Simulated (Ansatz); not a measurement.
Convergence study of the k-point mesh at a smearing width of 0.05 eV for Pb (Fm-3m, 1 atom in the cell)

```
CELL_PARAMETERS angstrom
      0.00000     2.46758     2.46758
      2.46758     0.00000     2.46758
      2.46758     2.46758     0.00000
ATOMIC_POSITIONS crystal
  Pb 0.00000 0.00000 0.00000
```

Method of the run: PBE (plane waves, PAW; Ansatz, a first-principles code).

Base settings: basis.ecutwfc = 420 eV; kpoints.mp_grid.grid = 12 12 12; hamiltonian.xc = pbe; hamiltonian.pseudopotentials = {kind: paw} (the program's default PAW files); scf.occupations.method = gaussian; scf.occupations.width = 0.1 eV.

In this ladder: scf.occupations.width = 0.05 eV.

The second cell is the first with its lattice scaled by 0.98.

Only quantities that move along the ladder and can be compared are tabulated.

The count of work is k-points × plane waves × bands × iterations; it is no time. 

The starting cell has typed, rounded lattice constants, without a prior relaxation at this level. Its lattice was rescaled by up to half a per cent. In the base run, with a pressure of about 3 GPa the cell is away from its equilibrium volume at this level. Ansatz's pressure includes its estimate of the finite-basis (Pulay) stress.

Steps (kpoints.mp_grid.grid): 4 4 4; 5 5 5; 6 6 6; 7 7 7; 9 9 9; 10 10 10; 13 13 13; 15 15 15; 18 18 18; 22 22 22; 27 27 27.

Q: What is the coarsest kpoints.mp_grid.grid that holds the pressure within 0.1 GPa of the last step, with all finer ones?

A: 13 13 13, at 0.15 of the last step's count of work; the step before is off by 0.31 GPa.

Q: What is the coarsest kpoints.mp_grid.grid that holds the free energy within 2 meV/atom of the last step, with all finer ones?

A: 22 22 22; the step before is off by 5.1 meV/atom.

Q: What is the coarsest kpoints.mp_grid.grid that holds the energy of the compressed cell less the first within 2 meV/atom of the last step, with all finer ones?

A: 13 13 13, at 0.15 of the last step's count of work; the step before is off by 3.1 meV/atom.

```csv
kpoints.mp_grid.grid,free energy less the last step's (meV/atom),energy of the compressed cell less the first (meV/atom),pressure (GPa),count of work / last
4 4 4,167.43,44.58,2.31,0.017
5 5 5,35.93,45.79,2.38,0.018
6 6 6,104.06,62.59,3.76,0.029
7 7 7,-8.09,57.49,3.36,0.036
9 9 9,-16.03,50.14,2.74,0.062
10 10 10,2.21,47.94,2.57,0.084
13 13 13,2.95,50.65,2.85,0.15
15 15 15,-0.23,49.92,2.79,0.21
18 18 18,5.09,50.21,2.81,0.35
22 22 22,0.73,51.33,2.90,0.59
27 27 27,0.00,51.07,2.88,1.0
```

The energy difference between the two cells stays within 1 meV/atom of the last step's from 18 18 18 on, the total only from 22 22 22 on: much of the error is common to both cells and cancels.

Keys are those of Ansatz 0.2.
